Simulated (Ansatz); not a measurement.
A user runs Ansatz (a quantum-chemistry and plane-wave program) on Cu2SiTe3 (Cc, 12 atoms in the cell) and asks whether the run is sound. The aim is a self-consistent single point with DFT, LDA (PW92), plane waves, default PAW files made with PBE.

Cell that was meant: a = 7.2544 Å, b = 7.2544 Å, c = 7.2458 Å, α = 99.34°, β = 99.34°, γ = 120.25°.

Part of the input:

Ansatz 0.2 input:
```yaml
    - { symbol: Te, position: [0.70890000, 0.21588000, 0.12606000] }
    - { symbol: Te, position: [0.21588000, 0.70890000, 0.62606000] }
basis:
  ecutwfc: 105.0
kpoints:
  mp_grid:
    grid: [3, 3, 3]
[...]
scf:
  occupations:
    method: fermi_dirac
    width: 0.1
output:
  forces: true
  eigenvalues: true
```

Output, abridged:

```
   [... lines left out ...]
PAW frozen core: Te, regenerated for the run's functional, and the local potential with it
Initial density: superposition of atomic densities (neutral atoms: chi_scale 0, normalization atom), corrected by the library's trained network
Initial wavefunctions: pseudopotential atomic-orbital guess
Eigensolver: davidson
Functional: x = slater, c = lda
SCF iter   1: F=—  HF=-66532.279756 eV  |F-HF|=—  |Δ(HF+E_count)|=         —  Δρ=1.30e0  dr2=3.59e3  ethr=1.77e-3  ⟨swp⟩=6.0  Hψ=3664  notcnv=0
all-band conjugate gradients solve this SCF's bands
preconditioner: auto → LDOS
SCF iter   2: F=—  HF=-65477.448335 eV  |F-HF|=—  |Δ(HF+E_count)|=    1.05e3  Δρ=5.39e-1  dr2=5.86e2  ethr=1.77e-3  ⟨swp⟩=8.5  Hψ=5733  notcnv=0
   [... lines left out ...]
SCF iter  10: F=—  HF=-65159.937163 eV  |F-HF|=—  |Δ(HF+E_count)|=   5.15e-5  Δρ=1.19e-5  dr2=7.86e-7  ethr=6.92e-8  ⟨swp⟩=2.0  Hψ=1378  notcnv=0  defer=107
SCF iter  11: F=—  HF=-65159.937167 eV  |F-HF|=—  |Δ(HF+E_count)|=   3.79e-6  Δρ=4.29e-6  dr2=1.19e-7  ethr=5.56e-11  ⟨swp⟩=12.6  Hψ=4943  notcnv=0
SCF iter  12: F=-65159.937167 eV  HF=-65159.937167 eV  |F-HF|=2.14e-8  |Δ(HF+E_count)|=   1.96e-8  Δρ=1.88e-6  dr2=2.48e-8  ethr=5.56e-11  ⟨swp⟩=3.0  Hψ=2252  notcnv=0
SCF 1 converged in 12 iterations: F = -65159.937167 eV  dr2 = 2.48e-8
Free energy (F): -65159.937167 eV
Internal energy: -65159.917285 eV  (E = F + TS)
E sigma→0 (E₀):  -65159.927226 eV
Entropy (-TS):   -0.019881 eV (-1.657 meV/atom)
Fermi energy:    5.778373 eV
--- Forces (eV/Å), atoms counted from 1 ---
  atom   1  Si    -0.00909540    -0.42497722    -0.11491056
  atom   2  Si    -0.00909540     0.42497722    -0.11491056
  atom   3  Cu     0.49521885     0.15654705    -0.25251280
  atom   4  Cu     0.49521885    -0.15654705    -0.25251280
  atom   5  Cu     0.01340289    -0.19773731    -0.31520069
  atom   6  Cu     0.01340289     0.19773731    -0.31520069
  atom   7  Te    -2.75132903     1.95822843    -0.24772924
   [... lines left out ...]
  atom  12  Te    -0.64868888    -0.50512742     0.64819737
--- Stress (GPa, compression-positive) ---
      -17.145490       0.000000      14.255954
        0.000000     -37.631377       0.000000
       14.255954       0.000000     -57.967994
  P = ⅓ Tr σ = -37.5816 GPa (-375.816 kbar)
  The stress holds the Pulay correction. Without it, at fixed plane waves, as pw.x and ABINIT print it: P = -4000.9392 GPa
```

Problem. Is anything amiss in this input, and did it matter?

Solution. The run is not sound. The fault is a basis or grid far too coarse for these potentials. The error of an incomplete plane-wave basis or grid does not cancel at such settings. To fix it, restore the cutoff that the potentials need and check convergence. The run converged in 12 iterations without an error; against the sound input the free energy goes up by 270 eV/atom, the pressure goes from -2.88 to -37.58 GPa and the largest force goes from 0.269 to 3.386 eV/Å. At a fixed set of plane waves, without the program's Pulay estimate, the pressure is -4000.94 GPa against -2.92 GPa.

The sound input it was made from differs as follows (other fixes are possible):
```diff
-  ecutwfc: 105.0
+  ecutwfc: 30.9 Ry
-    width: 0.1
+    width: 0.0073 Ry
```

With that input, the run converged in 11 iterations: free energy E − TS (on the zero of these files) -68403.5901 eV; pressure -2.88 GPa; largest force (vector length) 0.269 eV/Å (DFT, LDA (PW92), plane waves, default PAW files made with PBE).

On the sound input: the starting cell comes from a database of computed structures (which also holds hypothetical and non-ambient phases and stackings), without a prior relaxation at this level. Spin-orbit coupling is off. Spin polarisation is off. Ansatz's pressure includes its estimate of the finite-basis (Pulay) stress. A gap is left out here, as mesh or smearing make it unsure.
